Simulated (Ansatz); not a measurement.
ZnO under a change: biaxial strain +2.49 %, plane normal [001], relaxed out of plane

Start from ZnO in the wurtzite structure (space group P6_3mc, No. 186; a = 3.235 Å, c = 5.211 Å). Axes: x lies along a and z along c of the hexagonal cell.

Now apply this change: biaxial strain +2.49 %, plane normal [001], relaxed out of plane (Cartesian); in-plane vectors clamped, the third vector and the atoms free.

The values are results of Ansatz (an electronic-structure program) r2SCAN, spin-orbit coupling left out, not measurements. Γ-centred 12×12×7 mesh, Fermi–Dirac width 0.05 eV.

* **Volume per atom**: 12.07 Å³ (base 11.81 Å³)
* **Space group**: P6_3mc (No. 186) (base P6_3mc (No. 186))
* **Shortest interatomic distance**: 1.990 Å (base 1.970 Å)
* **Pressure (mean of the normal stresses, compression positive)**: -3.49 GPa (base 0.00 GPa)
* **Band gap**: 1.25 eV (base 1.24 eV)
* **Gap character**: direct at Γ (base direct at Γ)
* **Width of the top valence band**: 1.79 eV (base 1.83 eV)
* **Electron mass**: 0.20 mₑ out of plane, 0.18 mₑ in plane (at Γ) (base 0.19 mₑ (at Γ))
* **Valence-band top at Γ (three highest levels, from the VBM)**: 0.00, 0.00, -0.09 eV (base 0.00, 0.00, -0.10 eV)
* **Out-of-plane strain**: -2.67 %
* **Ratio −ε⊥/ε∥**: 1.07
* **Mean in-plane stress (compression positive)**: -5.2 GPa

Final structure (turned so that z lies along the plane normal):

```
CELL_PARAMETERS angstrom
      3.31574     0.00000     0.00000
      1.65787     2.87151     0.00000
      0.00000     0.00000     5.07219
ATOMIC_POSITIONS crystal
  Zn 0.66667 0.66667 0.00919
  Zn 0.33333 0.33333 0.50919
  O  0.66667 0.66667 0.61601
  O  0.33333 0.33333 0.11601
```

Cost of the whole job for the changed cell (relaxation, final SCF and bands): about 2.1 core-minutes (a rough figure).

Effective masses come from finite differences of ±0.01 Å⁻¹. No phonon test of stability was made.
